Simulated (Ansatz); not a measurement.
## Ge2Sb2Te5 (Cm, No. 8, 9 atoms in the cell; start mp-1224407)

Computed with PBE (Ansatz, a program for electronic structure, plane waves, PAW).

Run with plane-wave cutoff 520 eV, 8×8×6 k mesh (along the axes of the cell as run), Fermi–Dirac smearing 0.01 eV, scalar-relativistic PAW data made under PBE.

Cell (relaxed with PBEsol):

```
Ge2Sb2Te5
1.0
    6.72722    -2.99939    -0.03570
    6.72722     2.99939    -0.03570
   -6.75494     0.00000     6.71746
Ge Sb Te
2 2 5
Direct
  0.49410   0.49410   0.00573
  0.28137   0.28137   0.19646
  0.11085   0.11085   0.42698
  0.89398   0.89398   0.58111
  0.41108   0.41108   0.60162
  0.21308   0.21308   0.81564
  0.00251   0.00251   0.99860
  0.79719   0.79719   0.18702
  0.59583   0.59583   0.38664
```

```
Item                                          Result
-------------------------------------------  -------
band gap                                     0.09 eV
smallest direct gap on the k points sampled  0.21 eV
direct gap at Γ                              1.46 eV
```

Note: cell and atoms aren't relaxed at this level (largest force component 0.09 eV/Å, pressure 2.6 GPa).

Spin–orbit coupling is not included; it can close the smallest gap of 0.09 eV.

Cost on a shared machine: very roughly 5 core-minutes.

A start named mp-… is a Materials Project structure, which need not be a measured phase.
